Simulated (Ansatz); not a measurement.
LiNbO₃ (R-3c, No. 167, 10 atoms in the cell; start COD 2101178; high-temperature phase), treated with LDA (Ansatz, a quantum-chemistry and plane-wave program, plane waves, PAW).

Numerical settings: plane-wave cutoff 520 eV, 8×8×8 k mesh, Fermi–Dirac smearing 0.01 eV, no spin polarisation, scalar-relativistic PAW data made under PBE.

Cell (measured lattice):

```xyz
10
Lattice="2.6425 1.5256 4.6163 -2.6425 1.5256 4.6163 0.0000 -3.0513 4.6163" Properties=species:S:1:pos:R:3 pbc="T T T"
Nb     0.0000     0.0000     6.9244
Nb     2.6425     1.5256     4.6163
O      1.0370    -1.2551     8.0785
O     -1.0370     1.2551     5.7703
O     -1.6055    -0.2706     8.0785
O      1.6055     0.2706     5.7703
O      0.5684     1.5256     8.0785
O     -0.5684    -1.5256     5.7703
Li     0.0000     0.0000    10.3866
Li     0.0000     0.0000     3.4622
```

Problem. Estimate the band gap, smallest direct gap on the k points sampled and Γ–Γ gap that the calculation returns.

Solution. 
* **band gap**: 2.35 eV
* **smallest direct gap on the k points sampled**: 2.50 eV
* **Γ–Γ gap**: 2.55 eV

Note: held by symmetry at 0 K, a high-temperature phase can be a saddle point; cell and atoms aren't relaxed at this level (pressure -11.0 GPa).

Spin–orbit coupling is not included.

The result took about 50 core-seconds (a rough figure).
